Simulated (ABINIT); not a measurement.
A relaxation of cell and atoms of Al (Fm-3m, 1 atom in the cell) with ABINIT.

Method of the run: PBEsol, norm-conserving pseudopotentials (PseudoDojo nc-sr-04 PBEsol standard) (plane waves; ABINIT).

Input as run:

```
# Al, PseudoDojo nc-sr-04 PBEsol standard
pp_dirpath "./"
pseudos "Al.upf"
acell 3*1.0
rprim
        -0.0000000000    3.8381754886    3.8381754886
         3.8381754886   -0.0000000000    3.8381754886
         3.8381754886    3.8381754886   -0.0000000000
natom 1
ntypat 1
znucl 13
typat 1
xred    0.0000000000    0.0000000000    0.0000000000
ecut 327 eV
ixc -116133
occopt 7
tsmear 0.1 eV
nband 7
kptopt 1
ngkpt 12 12 12
nshiftk 1
shiftk 0 0 0
nstep 100
tolvrs 1.0e-10
ionmov 2
ntime 40
tolmxf 5.0e-05
optcell 2
dilatmx 1.08
ecutsm 0.5
prtwf 0
prtden 0
prtvol 1
enunit 2
```

Output, abridged:

```
--- !BeginCycle
solver: {iscf: 7, nstep: 100, nline: 4, wfoptalg: 0, }
tolerances: {tolvrs: 1.00E-10, }
...

     iter   Etot(hartree)      deltaE(h)  residm     vres2
 ETOT  1  -2.3185396204057    -2.319E+00 4.627E-02 6.082E-01
 ETOT  2  -2.3192297383582    -6.901E-04 3.144E-03 2.426E-02
 ETOT  3  -2.3192345966249    -4.858E-06 1.304E-03 1.127E-04
 ETOT  4  -2.3192346283931    -3.177E-08 2.433E-04 4.085E-07
 ETOT  5  -2.3192346284610    -6.790E-11 2.685E-04 3.239E-09
 ETOT  6  -2.3192346284619    -8.442E-13 1.560E-04 6.472E-12
 At SCF step    6       vres2   =  6.47E-12 < tolvrs=  1.00E-10 =>converged.

 Cartesian components of stress tensor (hartree/bohr^3)
  sigma(1 1)=  8.28429235E-05  sigma(3 2)=  0.00000000E+00
  sigma(2 2)=  8.28429235E-05  sigma(3 1)=  0.00000000E+00
  sigma(3 3)=  8.28429235E-05  sigma(2 1)=  0.00000000E+00

---OUTPUT-----------------------------------------------------------------------

 Cartesian coordinates (xcart) [bohr]
  0.00000000000000E+00  0.00000000000000E+00  0.00000000000000E+00
 Reduced coordinates (xred)
  0.00000000000000E+00  0.00000000000000E+00  0.00000000000000E+00
 Cartesian forces (fcart) [Ha/bohr]; max,rms= 0.00000E+00 0.00000E+00 (free atoms)
 -0.00000000000000E+00 -0.00000000000000E+00 -0.00000000000000E+00
 Gradient of E wrt nuclear positions in reduced coordinates (gred)
   [... lines left out ...]
 At Broyd/MD step   3, gradients are converged :
 Fermi (or HOMO) energy (hartree) =   0.28430   Average Vxc (hartree)=  -0.36660
 Fermi (or HOMO) energy (eV) =   7.73623   Average Vxc (eV)=  -9.97566
   [... lines left out ...]
total_energy        : -2.31937593249599E+00
total_energy_eV     : -6.31134288147938E+01
band_energy         :  3.74603617606277E-01
...

-Cartesian components of stress tensor (GPa)         [Pressure= -6.8555E-03 GPa]
- sigma(1 1)=  6.85548204E-03  sigma(3 2)=  0.00000000E+00
- sigma(2 2)=  6.85548204E-03  sigma(3 1)=  0.00000000E+00
- sigma(3 3)=  6.85548204E-03  sigma(2 1)=  0.00000000E+00

 Calculation completed.
```

The run converged. 

Summary of the result:
- Free energy E − TS: -63.11 eV
- Fermi level (on the code's own zero): 7.74 eV
- Pressure: -0.01 GPa
- Final cell: a = b = c = 2.843 Å, α = β = γ = 60.00°
- Final volume per atom: 16.26 Å³
- Relaxation steps: 3

The starting cell has typed, rounded lattice constants, without a prior relaxation at this level. Its lattice was rescaled by up to half a per cent. The relaxation keeps the symmetry of its start, so its end need not be a minimum.
